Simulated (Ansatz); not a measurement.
Take PbS in the rock salt structure (space group Fm-3m, No. 225) as the base.

```yaml
crystal:
  lattice:
    - [0.00000, 3.00459, 3.00459]
    - [3.00459, 0.00000, 3.00459]
    - [3.00459, 3.00459, 0.00000]
  atoms:
    - { symbol: Pb, position: [0.00000, 0.00000, 0.00000] }
    - { symbol: S, position: [0.50000, 0.50000, 0.50000] }
```

Method: PBE/PAW in Ansatz (a quantum-chemistry and plane-wave program), spin-orbit coupling left out.

Before the change:

The valley order comes out as L along ⟨111⟩ 0.49 eV; a point along ⟨110⟩, about 0.6 Å⁻¹ from Γ 1.36 eV.

Now apply this change: 0.271 holes added to each cell, a density of 5.0×10^21 cm⁻³, with a uniform compensating background at fixed cell and a 300 K Fermi–Dirac width.

**Question.** What happens to the valley order and Fermi level from band edge?

**Answer.** The valley order (the lowest conduction-band minima on the path, energy above the VBM, named in the base's zone) changes from L along ⟨111⟩ 0.49 eV; a point along ⟨110⟩, about 0.6 Å⁻¹ from Γ 1.36 eV to L along ⟨111⟩ 0.65 eV; a point along ⟨110⟩, about 0.6 Å⁻¹ from Γ 1.50 eV; the Fermi level relative to the doped band's edge (positive inside the band; to 0.05 eV) amounts to +0.70 eV.

Carriers are added with a uniform compensating background; total energy and stress of such cells depend on the potential's zero and are not compared; many-body gap narrowing is missing at this level. Spin-orbit coupling, missing from the scalar runs, can matter with Pb. The levels and masses belong to the bands next to the band gap. No phonon test of stability was made. The base started in P3_121 and relaxed to Fm-3m at this level.
